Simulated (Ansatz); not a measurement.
Output of an Ansatz run (abridged):

```
WARN ansatz: RAYON_NUM_THREADS=1 ignored (pool sized by the plan → 1); use --threads N
Pseudopotentials: kind: paw
Pseudopotential: Sb, paw, valence charge 15
Crystal: 4 atoms, lattice volume = 219.450 Å³
Basis set: ecut = 420 eV, 4293 PW (Γ), exchange–correlation on 48×48×320 points (8 copies of the dense FFT grid, shifted against one another)
Bands: 36, of which v1, the nominal top of the filled ones, is band 30 counted from 1 (29 counted from 0)
Symmetry: 16 space group operations
Space group: P4/mmm (ITA 123), of the structure as read, at distance tolerance 6.0e-5 Å
k-points: 21 of 100
PAW frozen core: Sb, regenerated for the run's functional, and the local potential with it
Initial density: superposition of atomic densities (neutral atoms: chi_scale 0, normalization atom), corrected by the library's trained network
Initial wavefunctions: pseudopotential atomic-orbital guess
Eigensolver: davidson
Functional: x = pbesol(κ = 0.804, μ = 0.12345679012345678), c = pbesol(β = 0.046)
SCF iter   1: F=—  HF=-25631.806376 eV  |F-HF|=—  |Δ(HF+E_count)|=         —  Δρ=2.57e-3  dr2=2.44e-1  ethr=1.77e-3  ⟨swp⟩=8.2  Hψ=3363  notcnv=0
all-band conjugate gradients solve this SCF's bands
preconditioner: auto → LDOS
SCF iter   2: F=—  HF=-25631.786695 eV  |F-HF|=—  |Δ(HF+E_count)|=   1.97e-2  Δρ=1.22e-3  dr2=2.05e-2  ethr=4.07e-4  ⟨swp⟩=2.2  Hψ=1013  notcnv=0  defer=24
SCF iter   3: F=—  HF=-25631.784930 eV  |F-HF|=—  |Δ(HF+E_count)|=   1.76e-3  Δρ=4.42e-4  dr2=1.03e-3  ethr=3.41e-5  ⟨swp⟩=2.8  Hψ=1339  notcnv=0  defer=24
SCF iter   4: F=—  HF=-25631.784740 eV  |F-HF|=—  |Δ(HF+E_count)|=   1.90e-4  Δρ=9.74e-5  dr2=3.05e-5  ethr=1.71e-6  ⟨swp⟩=2.0  Hψ=1321  notcnv=0  defer=24
SCF iter   5: F=—  HF=-25631.784756 eV  |F-HF|=—  |Δ(HF+E_count)|=   1.61e-5  Δρ=2.67e-5  dr2=2.36e-6  ethr=5.08e-8  ⟨swp⟩=2.5  Hψ=1477  notcnv=0  defer=17
SCF iter   6: F=—  HF=-25631.784756 eV  |F-HF|=—  |Δ(HF+E_count)|=   1.93e-7  Δρ=7.30e-6  dr2=2.41e-7  ethr=3.94e-9  ⟨swp⟩=2.0  Hψ=1331  notcnv=0  defer=17
SCF iter   7: F=-25631.784756 eV  HF=-25631.784756 eV  |F-HF|=1.36e-8  |Δ(HF+E_count)|=   2.33e-8  Δρ=2.79e-6  dr2=3.17e-8  ethr=1.67e-10  ⟨swp⟩=10.5  Hψ=3521  notcnv=0
SCF 1 converged in 7 iterations: F = -25631.784756 eV  dr2 = 3.17e-8
SCF converged after 7 iterations
Free energy (F): -25631.784756 eV
Harris-Foulkes:  -25631.784756 eV  (|F-HF|=1.36e-8)
Internal energy: -25631.773701 eV  (E = F + TS)
E sigma→0 (E₀):  -25631.779229 eV
Entropy (-TS):   -0.011056 eV (-2.764 meV/atom)
Fermi energy:    3.307472 eV
--- Per-component energies (eV) ---
  E_band       = -1059.667224
  E_kinetic    = 827.577882
  E_local      = -37385.603562  (includes V_loc(G=0)·N_el)
  E_nonlocal   = 1455.812562
  E_hartree    = 18201.356870
  E_xc         = -548.839328
  E_vxc        = -384.984919  (∫ρ·V_xc dr)
  E_paw        = -17997.994748  (= ΣΔE_a)
  E_vpaw       = -1975.181925  (= ΣTr[D̂ρ^β])
  E_aug_tail   = -0.000007  (compensation charges beyond the density's cutoff)
  E_ewald      = 9814.589204
  E_core_change = 1.327428  (= ΣΔE_core)
  E_smearing   = -0.011056  (= −TS)
  E_closure    = 0.000000  (closes the sum)
  Σ components = -25631.784756   (vs F -25631.784756, Δ=0.00e0)
--- Forces (eV/Å), atoms counted from 1 ---
  atom   1  Sb     0.00000000     0.00000000     0.38760464
  atom   2  Sb     0.00000000     0.00000000    -0.46248989
  atom   3  Sb     0.00000000     0.00000000     0.46248989
  atom   4  Sb     0.00000000     0.00000000    -0.38760464
  max |Σ_I F_I| component: 5.55e-17 eV/Å
--- Stress (GPa, compression-positive) ---
       -1.047426       0.000000       0.000000
        0.000000      -1.047426       0.000000
        0.000000       0.000000      -1.572088
  P = ⅓ Tr σ = -1.2223 GPa (-12.223 kbar)
  The stress holds the Pulay correction. Without it, at fixed plane waves, as pw.x and ABINIT print it: P = -1.2412 GPa
--- Band table (eV; the first three rows and the last of 21) ---
  k-point 0: bands = ["-25.7570", "-25.7569", "-25.7450", "-25.7413", "-25.7332", "-25.6758", "-25.6185", "-25.6014", "-25.6014", "-25.5895", "-25.5809", "-25.5809", "-25.5629", "-25.5629", "-25.5585", "-25.5585", "-25.5541", "-25.5541", "-25.5516", [...]
  k-point 1: bands = ["-25.7458", "-25.7451", "-25.7364", "-25.7296", "-25.7240", "-25.6703", "-25.6131", "-25.6071", "-25.6009", "-25.5863", "-25.5840", "-25.5805", "-25.5676", "-25.5676", "-25.5637", "-25.5591", "-25.5581", "-25.5563", "-25.5543", [...]
  k-point 2: bands = ["-25.7359", "-25.7210", "-25.7148", "-25.7042", "-25.6839", "-25.6473", "-25.6222", "-25.6004", "-25.5997", "-25.5943", "-25.5799", "-25.5799", "-25.5793", "-25.5771", "-25.5720", "-25.5686", "-25.5665", "-25.5656", "-25.5570", [...]
  k-point 20: bands = ["-25.6725", "-25.6725", "-25.6617", "-25.6582", "-25.6546", "-25.6546", "-25.6402", "-25.6310", "-25.6310", "-25.6064", "-25.6064", "-25.6001", "-25.6001", "-25.5797", "-25.5189", "-25.4876", "-25.4876", "-25.4875", [...]
```

The structure:

```
CELL_PARAMETERS angstrom
      3.07409     0.00000     0.00000
      0.00000     3.07409     0.00000
      0.00000     0.00000    23.22219
ATOMIC_POSITIONS crystal
  Sb 0.00000 0.00000 0.30144
  Sb 0.00000 0.00000 0.43381
  Sb 0.00000 0.00000 0.56619
  Sb 0.00000 0.00000 0.69856
```

### Question
Write an input that gives this output.

### Answer
Other spellings and defaults could give the same log, and not every line can be read from it. The input that was run (DFT, PBEsol, plane waves, default PAW files made with PBE):

Ansatz 0.2 input:
```yaml
# Sb
crystal:
  lattice:
    - [3.07409000, 0.00000000, 0.00000000]
    - [0.00000000, 3.07409000, 0.00000000]
    - [0.00000000, 0.00000000, 23.22218600]
  atoms:
    - { symbol: Sb, position: [0.00000000, 0.00000000, 0.30143600] }
    - { symbol: Sb, position: [0.00000000, 0.00000000, 0.43381300] }
    - { symbol: Sb, position: [0.00000000, 0.00000000, 0.56618700] }
    - { symbol: Sb, position: [0.00000000, 0.00000000, 0.69856400] }
basis:
  ecutwfc: 420.0
kpoints:
  mp_grid:
    grid: [10, 10, 1]
hamiltonian:
  xc: pbesol
  pseudopotentials:
    kind: paw
scf:
  occupations:
    method: gaussian
    width: 0.1
output:
  forces: true
  eigenvalues: true
  stress: true
```

The starting cell comes from a database of computed structures (which also holds hypothetical and non-ambient phases and stackings), without a prior relaxation at this level. The slab is cut from that crystal, and its faces are unrelaxed. Its lattice was rescaled by up to half a per cent. Spin-orbit coupling is off.

Ansatz is a quantum-chemistry and plane-wave program.
